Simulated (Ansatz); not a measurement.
Base system: SiC in the zinc blende structure (space group F-43m, No. 216; a = 4.329 Å).

Calculations: LDA (Ansatz, a quantum-chemistry and plane-wave program; PAW; 420 eV plane waves; without spin-orbit coupling).

For the base:

Electron mass: 0.68 mₑ along k, 0.23 mₑ across (at X)

It is then changed as follows: an isotropic linear strain of +2.50 %, atoms relaxed at fixed cell.

Q: Estimate the effect on the mean gap deformation potential ΔEg/Δln V and electron mass.

A: The mean gap deformation potential ΔEg/Δln V amounts to +0.8 eV; the electron mass changes from 0.68 mₑ along k, 0.23 mₑ across (at X) to 0.70 mₑ along k, 0.23 mₑ across (at X).

Effective masses come from finite differences of ±0.01 Å⁻¹. Along k means along the line from Γ to the band edge. Stability against distortions was not tested.
